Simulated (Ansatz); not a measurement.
# TiC, point defects

Base system: a 16-atom supercell of TiC in the rock salt structure (space group Fm-3m, No. 225; a = 4.333 Å) at its relaxed geometry.

One neutral defect a cell, atoms relaxed at fixed cell.

Computed with plane-wave PAW DFT at the PBE level (Ansatz, a program for electronic structure, 420 eV), no SOC.

```csv
variant,largest displacement of a host atom from its site in the perfect cell,pressure
perfect supercell,–,0.0 GPa
"Sn on a C site, symmetric start",0.18 Å,31.9 GPa
C vacancy,___,-0.7 GPa
Ti on a C site (antisite),0.30 Å,___
C interstitial (started 1.69 Å from the nearest host atom),___,___
H interstitial (started 1.69 Å from the nearest host atom),0.04 Å,2.5 GPa
```

Problem. Some entries are withheld; estimate them.

Solution. 
- C vacancy, largest displacement of a host atom from its site in the perfect cell: 0.06 Å
- Ti on a C site (antisite), pressure: 19.4 GPa
- C interstitial (started 1.69 Å from the nearest host atom), largest displacement of a host atom from its site in the perfect cell: 0.26 Å
- C interstitial (started 1.69 Å from the nearest host atom), pressure: 12.8 GPa

The cell is small, so the values are those of an ordered compound at a high defect concentration; dilute-limit values will differ. Defects with a symmetric start kept the site's symmetry and may sit on a saddle; the others started slightly shaken. The final runs are not spin-polarised.
